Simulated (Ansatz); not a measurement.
System: SnO2 (P4₂/mnm, No. 136, 6 atoms in the cell; start mp-550172). Method: r²SCAN+rVV10 (Ansatz, a quantum-chemistry and plane-wave program, PAW).

Numerical settings: plane-wave cutoff 560 eV, 8×8×10 k mesh (along the axes of the cell as run), Fermi–Dirac smearing 0.01 eV, scalar-relativistic PAW data made under PBE.

Cell (relaxed at this level):

Space group P4₂/mnm (No. 136); a = b = 4.7448 Å, c = 3.1985 Å, α = β = γ = 90.00°

```json
[
 {"atom": "Sn", "site": "2a", "symmetry": "m.mm", "x": "0.0000", "y": "0.0000", "z": "0.0000"},
 {"atom": "O", "site": "4f", "symmetry": "m.2m", "x": "0.3058", "y": "0.3058", "z": "0.0000"}
]
```

Question: Predict the band gap.

Answer: 
band gap: 1.82 eV

Spin–orbit coupling is not included.

Computed values are for the static lattice.

The result took about 80 core-seconds (a rough figure).

A start named mp-… is a Materials Project structure, which need not be a measured phase.
